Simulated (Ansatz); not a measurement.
# SnO2, pressure series

Consider SnO2 in the rutile structure (space group P4_2/mnm, No. 136; a = 4.722 Å, c = 3.190 Å).

Cell and atoms are relaxed at each pressure.

Computed with LDA (Ansatz, a quantum-chemistry and plane-wave program; PAW; 420 eV plane waves; no SOC).

```tsv
P (GPa)	V (Å³/atom)
-2.00	11.978
-1.00	11.917
0.90	11.806
2.10	11.739
4.50	11.613
9.00	11.395
15.00	11.137
22.49	10.856
29.99	10.608
```

### Question
Fit a third-order Birch–Murnaghan equation of state.

### Answer
Least squares on P(V) = (3B₀/2)[(V₀/V)^(7/3) − (V₀/V)^(5/3)]·[1 + (3/4)(B₀′ − 4)((V₀/V)^(2/3) − 1)] gives V₀ = 11.86 Å³/atom, B₀ = 205 GPa and B₀′ = 4.9.

Measured bulk modulus of SnO2: 212 GPa (temperature not stated; as listed in Cormac Toher et al., Physical Review Materials (2017)); the computed value is for a static lattice, so the two differ by thermal effects too.

Between the base and pressure 22.5 GPa the gap moves from 1.16 eV to 2.20 eV, a mean slope of 46 meV/GPa.

Load acts through the strain it causes; cell and atoms are relaxed under it. Whether these cells are dynamically stable was not tested. Competing high-pressure phases were not computed.
